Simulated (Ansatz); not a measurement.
Consider BP in the zinc blende structure (space group F-43m, No. 216; a = 4.520 Å). Axes: x, y, z lie along the cube axes.

All numbers come from DFT with PBEsol, PAW potentials and a 420 eV plane-wave cutoff in Ansatz (an electronic-structure program), without spin-orbit coupling.

Strains are applied to the cell and any free atomic positions relax; under biaxial strain the out-of-plane vector relaxes too.

One change was made to it. Results:

The band gap shrinks by 0.12 eV (1.11 eV → 0.99 eV); the valence-band top at Γ (three highest levels, from the VBM) becomes 0.00, -0.21, -0.21 eV (base: 0.00, 0.00, 0.00 eV).

Q: Which of these changes matches the shifts?
A) biaxial strain +0.42 %, plane normal [111], relaxed out of plane
B) biaxial strain −2.08 %, plane normal [111], relaxed out of plane
C) biaxial strain −0.42 %, plane normal [111], relaxed out of plane
D) biaxial strain +2.50 %, plane normal [111], relaxed out of plane

A: D, biaxial strain +2.50 %, plane normal [111], relaxed out of plane. For comparison, the band gap in the other runs: biaxial strain −0.42 %, plane normal [111], relaxed out of plane gives 1.09 eV; biaxial strain +0.42 %, plane normal [111], relaxed out of plane gives 1.09 eV; biaxial strain −2.08 %, plane normal [111], relaxed out of plane gives 0.93 eV.

Gaps are read on the SCF mesh and a high-symmetry path. Stability against distortions was not tested.
